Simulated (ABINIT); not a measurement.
# Converging the k-point mesh at a smearing width of 0.05 eV: Nb (Im-3m, 1 atom in the cell)

```yaml
crystal:
  lattice:
    - [-1.65825, 1.65825, 1.65825]
    - [1.65825, -1.65825, 1.65825]
    - [1.65825, 1.65825, -1.65825]
  atoms:
    - { symbol: Nb, position: [0.00000, 0.00000, 0.00000] }
```

Method of the run: PBE, norm-conserving pseudopotentials (PseudoDojo nc-sr-05 PBE standard) (plane waves; ABINIT 10.0.3).

Base settings: pseudos = [Nb.upf]; ecut = 41 Ha; occopt = 3; tsmear = 0.00367493 Ha; ngkpt = 8 8 8; nshiftk = 1; shiftk = 0 0 0; potentials = PseudoDojo nc-sr-05 PBE standard; nband = 12; kptopt = 1.

In this ladder: tsmear = 0.00183747 Ha.

The second cell is the first with its lattice scaled by 0.98.

Only quantities that move along the ladder and can be compared are tabulated.

The count of work is k-points × plane waves × bands × iterations; it is no time. Core times come from one kind of shared machine, to one figure; runs under 30 s give none.

The starting cell has typed, rounded lattice constants, without a prior relaxation at this level. Its lattice was rescaled by up to half a per cent. Spin polarisation is off.

Steps (ngkpt): 5 5 5; 6 6 6; 7 7 7; 9 9 9; 10 10 10; 15 15 15; 18 18 18; 22 22 22; 27 27 27; 33 33 33.

Problem. What is the coarsest ngkpt that holds the free energy within 0.5 meV/atom of the last step, with all finer ones?

Solution. 18 18 18, at 0.20 of the last step's count of work and about 0.2 of the last step's time; the step before is off by 1.4 meV/atom.

Problem. What is the coarsest ngkpt that holds the energy of the compressed cell less the first within 1 meV/atom?

Solution. Not settled: the last two steps still differ by 0.66 meV/atom, over half the tolerance, so the ladder does not show it.

Problem. What is the coarsest ngkpt that holds the pressure within 0.1 GPa of the last step, with all finer ones?

Solution. 22 22 22, at 0.34 of the last step's count of work and about 0.4 of the last step's time; the step before is off by 0.16 GPa.

| ngkpt | free energy less the last step's (meV/atom) | energy of the compressed cell less the first (meV/atom) | pressure (GPa) | count of work / last | core time / last (rough) |
|---|---|---|---|---|---|
| 5 5 5 | 52.10 | 20.69 | -2.36 | 0.010 | – |
| 6 6 6 | 17.41 | 9.78 | -3.60 | 0.016 | – |
| 7 7 7 | 19.70 | 32.54 | -0.27 | 0.020 | – |
| 9 9 9 | -8.79 | 28.74 | -1.14 | 0.036 | – |
| 10 10 10 | 22.25 | 31.36 | -0.56 | 0.048 | – |
| 15 15 15 | 1.41 | 33.05 | -0.63 | 0.12 | 0.1 |
| 18 18 18 | 0.25 | 31.59 | -0.70 | 0.20 | 0.2 |
| 22 22 22 | 0.02 | 31.20 | -0.81 | 0.34 | 0.4 |
| 27 27 27 | 0.24 | 30.19 | -0.91 | 0.58 | 0.6 |
| 33 33 33 | 0.00 | 30.86 | -0.86 | 1.0 | 1 |
